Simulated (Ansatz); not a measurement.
A self-consistent single point of Zr2Al3Zn (R3m, 6 atoms in the cell) with Ansatz (a first-principles code).

Level of theory: LDA (PW92), default PAW files made with PBE (plane waves; Ansatz).

```xyz
6
Lattice="2.6400 1.5242 4.2262 -2.6400 1.5242 4.2262 0.0000 -3.0484 4.2262" Properties=species:S:1:pos:R:3 pbc="T T T"
Zr     0.0000     0.0000     7.9680
Zr     0.0000     0.0000     4.7607
Al    -1.3200     0.7621     2.1131
Al     0.0000    -1.5242     2.1131
Al     1.3200     0.7621     2.1131
Zn     0.0000     0.0000     0.0000
```

Reference input (self-consistent single point, DFT, LDA (PW92), plane waves, default PAW files made with PBE): basis.ecutwfc = 420 eV; kpoints.mp_grid.grid = 6 6 6; hamiltonian.xc = lda; hamiltonian.pseudopotentials = {kind: paw} (the program's default PAW files); scf.occupations.method = gaussian; scf.occupations.width = 0.1 eV. This run's input differs from it in these lines:

Ansatz 0.2 input:
```diff
@@ -14,3 +14,3 @@
 basis:
-  ecutwfc: 420.0
+  ecutwfc: 335.0
 kpoints:
```

The program printed (abridged):

```
SCF iter   1: F=—  HF=-12942.950922 eV  |F-HF|=—  |Δ(HF+E_count)|=         —  Δρ=4.59e-3  dr2=2.09e-2  ethr=1.77e-3  ⟨swp⟩=6.6  Hψ=4594  notcnv=0
all-band conjugate gradients solve this SCF's bands
preconditioner: auto → Kerker (q_TF=auto, 2.380 Å⁻¹)
SCF iter   2: F=—  HF=-12942.946715 eV  |F-HF|=—  |Δ(HF+E_count)|=   4.21e-3  Δρ=2.85e-3  dr2=1.13e-2  ethr=4.65e-5  ⟨swp⟩=1.0  Hψ=1184  notcnv=0
SCF iter   3: F=—  HF=-12942.944005 eV  |F-HF|=—  |Δ(HF+E_count)|=   2.71e-3  Δρ=1.47e-3  dr2=1.42e-3  ethr=2.51e-5  ⟨swp⟩=2.0  Hψ=1335  notcnv=0
SCF iter   4: F=—  HF=-12942.943457 eV  |F-HF|=—  |Δ(HF+E_count)|=   5.49e-4  Δρ=3.28e-4  dr2=1.60e-4  ethr=3.15e-6  ⟨swp⟩=2.0  Hψ=1111  notcnv=0
SCF iter   5: F=—  HF=-12942.943442 eV  |F-HF|=—  |Δ(HF+E_count)|=   1.52e-5  Δρ=1.71e-4  dr2=1.90e-5  ethr=3.56e-7  ⟨swp⟩=2.1  Hψ=1443  notcnv=0
SCF iter   6: F=—  HF=-12942.943438 eV  |F-HF|=—  |Δ(HF+E_count)|=   3.39e-6  Δρ=3.68e-5  dr2=1.77e-6  ethr=4.23e-8  ⟨swp⟩=2.4  Hψ=1248  notcnv=0
SCF iter   7: F=-12942.943438 eV  HF=-12942.943438 eV  |F-HF|=2.35e-8  |Δ(HF+E_count)|=   4.86e-7  Δρ=6.21e-6  dr2=4.89e-8  ethr=2.22e-10  ⟨swp⟩=6.7  Hψ=3860  notcnv=0
SCF 1 converged in 7 iterations: F = -12942.943438 eV  dr2 = 4.89e-8
Free energy (F): -12942.943438 eV
Internal energy: -12942.921823 eV  (E = F + TS)
E sigma→0 (E₀):  -12942.932630 eV
Entropy (-TS):   -0.021615 eV (-3.603 meV/atom)
Fermi energy:    11.451071 eV
--- Forces (eV/Å), atoms counted from 1 ---
  atom   1  Zr     0.00000000     0.00000000    -0.42315580
  atom   2  Zr     0.00000000    -0.00000000     0.17288860
  atom   3  Al     0.00856647    -0.00494585     0.07529370
  atom   4  Al     0.00000000     0.00989170     0.07529370
  atom   5  Al    -0.00856647    -0.00494585     0.07529370
  atom   6  Zn     0.00000000     0.00000000     0.02438881
--- Stress (GPa, compression-positive) ---
       -3.134591       0.000000       0.000000
       -0.000000      -3.134591      -0.000000
       -0.000000      -0.000000      -3.263458
  P = ⅓ Tr σ = -3.1775 GPa (-31.775 kbar)
  The stress holds the Pulay correction. Without it, at fixed plane waves, as pw.x and ABINIT print it: P = -4.3338 GPa
```

The run converged in 7 iterations. Against the reference run the free energy goes up by 13.1 meV/atom, the pressure goes from -3.37 to -3.18 GPa and the largest force hardly changes (0.425 to 0.423 eV/Å).

The starting cell comes from a database of computed structures (which also holds hypothetical and non-ambient phases and stackings), without a prior relaxation at this level. Its lattice was rescaled by up to half a per cent. One atom was moved a little off its site on purpose. Ansatz's pressure includes its estimate of the finite-basis (Pulay) stress. Without the estimate this run gives -4.33 GPa. The cutoff lies below the one recommended for these files.
